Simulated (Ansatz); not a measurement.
Start from Be2C (space group Fm-3m, No. 225; a = 4.3285 Å).

The values are results of Ansatz (a quantum-chemistry and plane-wave program), PBE, PAW, cutoff 420 eV, no spin-orbit coupling, not measurements.

For the base:

| Quantity | Result |
|---|---|
| Electron mass | 0.69 mₑ along k, 0.23 mₑ across (at X) |
| Smallest direct gap | 4.14 eV |

It is then changed as follows: every lattice vector is stretched by 3.00 %; the atoms relax in the strained cell.

What does the calculation give for the electron mass after the change?

The electron mass changes from 0.69 mₑ along k, 0.23 mₑ across (at X) to 0.68 mₑ along k, 0.23 mₑ across (at X).

What does the calculation give for the smallest direct gap after the change?

The smallest direct gap decreases by 0.17 eV, from 4.14 eV to 3.97 eV.

Effective masses come from finite differences of ±0.01 Å⁻¹. Along k means along the line from Γ to the band edge. Gaps are Kohn–Sham eigenvalue differences; semilocal functionals usually give less than the measured gap. Stability against distortions was not tested.
